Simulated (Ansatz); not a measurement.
## A constructed model of the (100) surface of bcc Fe, ferromagnetic, a layer of Re in place of the second plane (bottom of the slab: a bare face, its two planes held)

Level of theory: PBE (plane waves to 420 eV, PAW; Ansatz, a first-principles code).

Model: 6-atom slab, 7.3 Å thick at the start (thin: gaps and levels are the slab's own), 13x13x1 mesh, Fermi-Dirac 0.1 eV, dipole correction, 2 atoms held, the rest relaxed; symmetry of the start imposed; spin-polarised, ending with about 12.0 μB a cell; orders that need a larger cell were not tried, no spin-orbit, no U. It is one candidate, not shown to be the stable structure of the face.

```yaml
work_function_of_the_top_face: 4.06 eV
energy_released_by_relaxation: 0.055 eV
magnetic_moment_of_the_cell: 12.03 μB
cost: around 6 core-minutes (rough)
```
